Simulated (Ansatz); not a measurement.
## Carrier properties of GaAs (F-43m)

Consider the following.

```
GaAs
1.0
    0.00000     2.82935     2.82935
    2.82935     0.00000     2.82935
    2.82935     2.82935     0.00000
Ga As
1 1
Direct
  0.00000   0.00000   0.00000
  0.25000   0.25000   0.25000
```

Level of theory: PBEsol with spin-orbit coupling, rigid bands (plane waves, PAW; Ansatz, an electronic-structure program). Condition of this run: spin-orbit coupling switched on. Cell: cell and atoms relaxed with PBEsol.

- band gap: 0.32 eV
- hole conductivity mass (300 K, dilute): 0.41 mₑ
- effective density of states N_v (300 K): 1.2e19 cm⁻³
- density-of-states mass, holes: 0.61 mₑ
- Seebeck coefficient, p-type 1e19 cm⁻³, 300 K: 241 μV/K

Rigid bands; masses and Seebeck coefficients take one relaxation time τ for all states and one kind of carrier; polarons and phonon drag are left out.
